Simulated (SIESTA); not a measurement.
SIESTA run on AlN (F-43m, 2 atoms in the cell): self-consistent single point.

Computed with LDA PW92, numerical atomic orbitals DZP, PseudoDojo LDA standard norm-conserving potentials (rewritten from UPF to PSML) in SIESTA.

```
AlN
1.0
    0.00000     2.18399     2.18399
    2.18399     0.00000     2.18399
    2.18399     2.18399     0.00000
Al N
1 1
Direct
  0.00000   0.00000   0.00000
  0.75000   0.75000   0.75000
```

Reference input (self-consistent single point, DFT, GGA PBE, numerical atomic orbitals DZP, PseudoDojo PBE standard norm-conserving potentials (rewritten from UPF to PSML)): XC.functional = GGA; XC.authors = PBE; potentials = PseudoDojo PBE standard; PAO.BasisSize = DZP; PAO.EnergyShift = 0.01 Ry; MeshCutoff = 350 Ry; kgrid.MonkhorstPack = 9 9 9; OccupationFunction = FD; ElectronicTemperature = 10 K; MaxSCFIterations = 150; SCF.Mixer.Method = Pulay; SCF.Mixer.Weight = 0.1. This run's input differs from it in these lines:

```diff
@@ -1,2 +1,2 @@
-# files in the folder: Al.psml N.psml (PseudoDojo PBE standard)
+# files in the folder: Al.psml N.psml (PseudoDojo LDA standard)
 SystemName  AlN
@@ -22,4 +22,4 @@
 
-XC.functional                GGA
-XC.authors                   PBE
+XC.functional                LDA
+XC.authors                   PW92
 PAO.BasisSize                DZP
```

Log, with long lists cut:

```
        iscf     Eharris(eV)        E_KS(eV)     FreeEng(eV)     dDmax    Ef(eV) dHmax(eV)
   scf:    1     -340.210956     -347.024635     -347.024635  1.589261 -5.518688  7.584413
   scf:    2     -348.792420     -347.954064     -347.954064  0.027048 -5.155234  5.559634
   scf:    3     -349.381745     -349.027452     -349.027452  0.078206 -6.526383  0.111085
   scf:    4     -349.029107     -349.028373     -349.028373  0.004004 -6.530646  0.082251
   scf:    5     -349.029856     -349.029170     -349.029170  0.021166 -6.484035  0.004828
   scf:    6     -349.029160     -349.029168     -349.029168  0.000261 -6.482861  0.009325
   scf:    7     -349.029172     -349.029171     -349.029171  0.000175 -6.484208  0.000569
   scf:    8     -349.029171     -349.029171     -349.029171  0.000022 -6.484054  0.000705
SCF Convergence by DM+H criterion
max |DM_out - DM_in|         :     0.0000222669
max |H_out - H_in|      (eV) :     0.0007045924
SCF cycle converged after 8 iterations

Using DM_out to compute the final energy and forces

siesta: E_KS(eV) =             -349.0292

siesta: E_KS - E_eggbox =      -349.0292

siesta: Atomic forces (eV/Ang):
     1    0.000000    0.000000    0.000000
     2    0.000000    0.000000    0.000000
   Tot    0.000000    0.000000    0.000000
   Max    0.000000
   Res    0.000000    sqrt( Sum f_i^2 / 3N )
   Max    0.000000    constrained

Stress tensor Voigt[x,y,z,yz,xz,xy] (kbar):       28.82       28.82       28.82        0.00        0.00        0.00
(Free)E + p*V (eV/cell)     -349.4039
Target enthalpy (eV/cell)     -349.0292

siesta: Program's energy decomposition (eV):
siesta: FreeEng =      -349.029171

   [... lines left out ...]
siesta: Cell volume =         20.834588 Ang**3
siesta:         -28.82022605        -28.82022920  kBar
   [... lines left out ...]
               2s      2s      2py     2pz     2px     2py     2pz     2px
               3Pdxy   3Pdyz   3Pdz2   3Pdxz   3Pdx2-y2
   2  5.059   1.264   0.168   0.787   0.787   0.787   0.416   0.416   0.416
              0.003   0.003   0.003   0.003   0.003

mulliken: Qtot =        8.000

Mulliken Atomic Populations:
Atom #   charge [q] valence [e]  Species
     1     0.058915    2.941085  Al
     2    -0.058915    5.058915  N
 Total     0.000000
```

The run converged in 8 iterations. Against the reference run the pressure goes from 6.51 to -2.88 GPa and the gap on the mesh goes from 3.492 to 3.450 eV.

The starting cell comes from a database of computed structures (which also holds hypothetical and non-ambient phases and stackings), without a prior relaxation at this level. Values carry the incompleteness of an atom-centred basis.

Cost on one core of a shared machine: roughly 40 s.
